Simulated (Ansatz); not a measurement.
**Several settings converged on a (110) slab of LuAu (cut from a parent of space group no. 221; 8 atoms in the cell)**

```
CELL_PARAMETERS angstrom
      3.51413     0.00000     0.00000
      0.00000     4.96974     0.00000
      0.00000     0.00000    21.45462
ATOMIC_POSITIONS crystal
  Lu 0.50000 0.50000 0.32627
  Au 0.00000 0.00000 0.32627
  Lu 0.50000 0.00000 0.44209
  Au 0.00000 0.50000 0.44209
  Lu 0.50000 0.50000 0.55791
  Au 0.00000 0.00000 0.55791
  Lu 0.50000 0.00000 0.67373
  Au 0.00000 0.50000 0.67373
```

Base method: PBEsol, default PAW files made with PBE (plane waves; Ansatz, a quantum-chemistry and plane-wave program).

Base settings: basis.ecutwfc = 420 eV; kpoints.mp_grid.grid = 6 3 1; hamiltonian.xc = pbesol; hamiltonian.pseudopotentials = {kind: paw} (the program's default PAW files); scf.occupations.method = fermi_dirac; scf.occupations.width = 0.1 eV.

The count of work is k-points × plane waves × bands × iterations; it is no time. 

**The vacuum**

The mesh stays at the base's, so the ladder's end is converged at best in this setting alone.

Only quantities that move along the ladder and can be compared are tabulated.

```csv
vacuum between outermost atoms (Å),free energy less the last step's (meV/atom),largest difference of a force vector from the last step's (eV/Å),count of work / last
3.0,-234.41,0.923,0.32
4.0,-92.89,0.733,0.34
5.0,-23.45,0.303,0.42
6.0,-2.04,0.086,0.45
7.0,1.06,0.021,0.48
8.0,0.65,0.006,0.41
10.0,0.09,0.001,0.47
12.0,0.02,0.000,0.52
14.0,0.00,0.000,0.57
17.0,0.00,0.000,0.65
20.0,0.00,0.000,0.73
25.0,0.00,0.000,0.87
30.0,0.00,0.000,1.0
```

Smallest vacuum between outermost atoms (Å) that holds the forces within 0.005 eV/Å of the last step, with all finer ones: 10.0; the step before is off by 0.006 eV/Å.

Smallest vacuum between outermost atoms (Å) that holds the free energy within 5 meV/atom of the last step, with all finer ones: 6.0; the step before is off by 23 meV/atom.

**The plane-wave cutoff**

The mesh stays at the base's, so the ladder's end is converged at best in this setting alone.

Only quantities that move along the ladder and can be compared are tabulated.

```csv
basis.ecutwfc,free energy less the last step's (meV/atom),largest difference of a force vector from the last step's (eV/Å),count of work / last
210 eV,6031.47,0.115,0.14
250 eV,1069.30,0.134,0.18
295 eV,103.79,0.003,0.21
355 eV,5.60,0.001,0.28
420 eV,1.53,0.000,0.31
505 eV,0.35,0.000,0.47
630 eV,0.12,0.000,0.58
840 eV,0.00,0.000,1.0
```

Coarsest basis.ecutwfc that holds the free energy within 5 meV/atom of the last step, with all finer ones: 420 eV, at 0.31 of the last step's count of work; the step before is off by 5.6 meV/atom.

Coarsest basis.ecutwfc that holds the forces within 0.01 eV/Å of the last step, with all finer ones: 295 eV, at 0.21 of the last step's count of work; the step before is off by 0.13 eV/Å.

On the base run: the starting cell comes from a database of computed structures (which also holds hypothetical and non-ambient phases and stackings), without a prior relaxation at this level. The slab is cut from that crystal, and its faces are unrelaxed. Its lattice was rescaled by up to half a per cent. Without a gap this mesh is coarse (it stands for a supercell whose shortest in-plane vector is 15 Å).

Keys are those of Ansatz 0.2.
